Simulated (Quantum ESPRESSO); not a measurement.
# How a calculation on Mg6ZnSn (Amm2, 8 atoms in the cell) responds to its settings

```yaml
crystal:
  lattice:
    - [4.97813, 0.00000, 0.00000]
    - [0.00000, 3.24234, 5.43592]
    - [0.00000, -3.24234, 5.43592]
  atoms:
    - { symbol: Mg, position: [0.50000, 0.83370, 0.33374] }
    - { symbol: Mg, position: [0.50000, 0.33374, 0.83370] }
    - { symbol: Mg, position: [0.00000, 0.67654, 0.15518] }
    - { symbol: Mg, position: [0.00000, 0.15518, 0.67654] }
    - { symbol: Mg, position: [0.00000, 0.67035, 0.67035] }
    - { symbol: Mg, position: [0.00000, 0.16378, 0.16378] }
    - { symbol: Zn, position: [0.50000, 0.83304, 0.83304] }
    - { symbol: Sn, position: [0.50000, 0.33366, 0.33366] }
```

Base run A: PBEsol, SSSP 1.1.2 efficiency (PBE) pseudopotentials (Quantum ESPRESSO 7.5), self-consistent single point.

Its settings: ecutwfc = 50 Ry; ecutrho = 400 Ry; occupations = smearing; smearing = fermi-dirac; degauss = 0.0099958 Ry; input_dft = pbesol; potentials = {Mg: Mg.pbe-n-kjpaw_psl.0.3.0.UPF, Zn: Zn_pbe_v1.uspp.F.UPF, Sn: Sn_pbe_v1.uspp.F.UPF}; K_POINTS = automatic 4 3 3 0 0 0; conv_thr = 1e-11 Ry.

The starting cell comes from a database of computed structures (which also holds hypothetical and non-ambient phases and stackings), without a prior relaxation at this level. Without a gap this mesh is coarse (it stands for a supercell whose shortest vector is 19 Å).

A dash stands where there is no value to compare (another energy zero or no entropy term, no result, no spin, no clean gap, or a mesh too coarse for one). 

Run A gave: pressure (GPa) -1.41; largest force (eV/Å) 0.210.

Runs:
- B: vdw_corr: default → grimme-d3; dftd3_version: default → 3; dftd3_threebody: default → false [PBEsol-D3(0)]
- C: vdw_corr: default → grimme-d3; dftd3_version: default → 4; dftd3_threebody: default → false [PBEsol-D3(BJ)]
- D: vdw_corr: default → grimme-d3; dftd3_version: default → 4; dftd3_threebody: default → true [PBEsol-D3(BJ) with three-body term]

Q: What does run C change against A?

A: The pressure goes from -1.41 to -3.63 GPa and the largest force stays at 0.210 eV/Å.

Q: What does run B change against A?

A: The pressure goes from -1.41 to -2.58 GPa and the largest force goes from 0.210 to 0.192 eV/Å.

Q: What does run D change against A?

A: The pressure goes from -1.41 to -3.36 GPa and the largest force stays at 0.210 eV/Å.

```tsv
run	pressure (GPa)	largest force (eV/Å)	dispersion energy (eV/atom)
A	-1.41	0.210	–
B	-2.58	0.192	-0.192
C	-3.63	0.210	-0.292
D	-3.36	0.210	-0.273
```
